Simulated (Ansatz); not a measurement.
# Effective masses and thermopower of InAs (F-43m)

Given:

```
CELL_PARAMETERS angstrom
      0.00000     3.04385     3.04385
      3.04385     0.00000     3.04385
      3.04385     3.04385     0.00000
ATOMIC_POSITIONS crystal
  In 0.75000 0.75000 0.75000
  As 0.00000 0.00000 0.00000
```

Calculation: HSE06, rigid bands (plane waves, PAW, scalar-relativistic; Ansatz, a first-principles code). How the cell was made: cell and atoms relaxed with PBEsol.

```
Property                                           Result
--------------------------------------------  -----------
band gap                                          0.42 eV
electron conductivity mass (300 K, dilute)       0.031 mₑ
effective density of states N_c (300 K)       1.2e17 cm⁻³
density-of-states mass, electrons                0.028 mₑ
Seebeck coefficient, n-type 1e19 cm⁻³, 300 K     -31 μV/K
```

Rigid bands; masses and Seebeck coefficients take one relaxation time τ for all states and one kind of carrier; polarons and phonon drag are left out. Spin-orbit coupling is left out. Geometry: cell and atoms relaxed with PBEsol.
